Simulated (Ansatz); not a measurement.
The cell is built on a prototype and need not be the phase stable at ambient conditions.

By PBEsol, the system below comes out a metal.

A figure of merit of an interconnect metal is its ballistic conductance per area.

Here is the system:

```xyz
2
Lattice="3.4055 0.0000 0.0000 -1.7027 2.9492 0.0000 1.7027 0.9831 2.7806" Properties=species:S:1:pos:R:3 pbc="T T T"
Be     1.7027     0.9831     0.6951
Be     0.0000     1.9662     1.3903
```

Space group of this cell: Fd-3m, diamond. The cell was relaxed by PBE-D3(BJ); by PBEsol its mean pressure is 1.7 GPa.

The current flows along the normal of the first two printed cell vectors. No spin-orbit coupling; the value is a mean over 0.1 eV about the Fermi level.

Compute, with PBEsol in Ansatz (a program for electronic structure), the ballistic conductance per area.

1.4 × 10¹⁵ S/m² for both spins.
